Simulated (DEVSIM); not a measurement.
Device: InP p-n junction from an implanted or diffused profile, at 300 K.

| layer (left to right) | material | thickness (μm) | Nd (cm⁻³) | τn (s) | τp (s) |
|---|---|---|---|---|---|
| 1 | InP | 24.0 | 2.6e16 | 4.5e-9 | 4.5e-9 |

Added acceptor profile: 9.3e17 cm⁻³ × exp(−(x − 0 μm)²/(2·(0.029 μm)²)). Left contact: ohmic. Right contact: ohmic. Voltage is applied to the left contact. Recombination: SRH at mid-gap, Auger. Mobility is μmin + (μ − μmin)/(1 + (N/Nref)^α).

The device is made up for the run: typed textbook-type constants, with dimensions and the other settings drawn at random. Values at 300 K.

```tsv
parameter	InP
gap (eV)	1.344
affinity (eV)	4.38
permittivity	12.5
Nc (cm⁻³)	5.7e17
Nv (cm⁻³)	1.1e19
μn (cm²/Vs)	5200
μp (cm²/Vs)	170
μn,min	400
μp,min	10
Nref,n	3e17
Nref,p	4.9e17
αn	0.47
αp	0.62
Cn (cm⁶/s)	9e-31
Cp (cm⁶/s)	9e-31
```

Model (solved in DEVSIM): 1D drift-diffusion, Boltzmann statistics, complete ionisation; no tunnelling, impact ionisation, image-force lowering or self-heating.

The doping Nd of layer 1 was swept, all else fixed.

```tsv
doping Nd of layer 1 (cm^-3)	potential step across the device at zero bias (V)	dark forward voltage at 100 A/cm² (V)	dark forward voltage at 1 A/cm² (V)
7.8e14	1.110	(withheld)	(withheld)
2.6e15	1.141	1.136	0.896
7.8e15	1.169	1.070	0.904
2.6e16	1.200	1.042	0.907
7.8e16	1.226	1.032	0.904
2.6e17	1.251	1.015	0.890
```

### Question
Fill in the missing entries.

### Answer

- 7.8e14, dark forward voltage at 100 A/cm² (V): 1.331
- 7.8e14, dark forward voltage at 1 A/cm² (V): 0.885
